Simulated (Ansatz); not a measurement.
```
CELL_PARAMETERS angstrom
      0.00000     2.38393     2.38393
      2.32362     0.00000     2.38393
      2.32362     2.38393     0.00000
ATOMIC_POSITIONS crystal
  As 0.75000 0.75000 0.75000
  B  0.00000 0.00000 0.00000
```

No spin polarisation.

Level of theory: Ansatz (a quantum-chemistry and plane-wave program), PBEsol, PAW, cutoff 420 eV, spin-orbit coupling left out. k-mesh 12×12×12 (Γ-centred); smearing 0.05 eV (Fermi–Dirac).

Task: Predict the electron mass and valence-band top at Γ.

Result: 
* **Electron mass**: 1.1 mₑ along k, 0.21 mₑ across (off the special points)
* **Valence-band top at Γ (three highest levels, from the VBM)**: 0.00, -0.25, -0.25 eV

The levels and masses belong to the bands next to the band gap. The cells carry an imposed strain or load. Masses are band curvatures over ±0.01 Å⁻¹ around the edge. Along k means along the line from Γ to the band edge. Whether these cells are dynamically stable was not tested. The cell was made from BAs in the zinc blende structure (space group F-43m, No. 216) by this change: uniaxial strain ε_xx = −2.53 %.
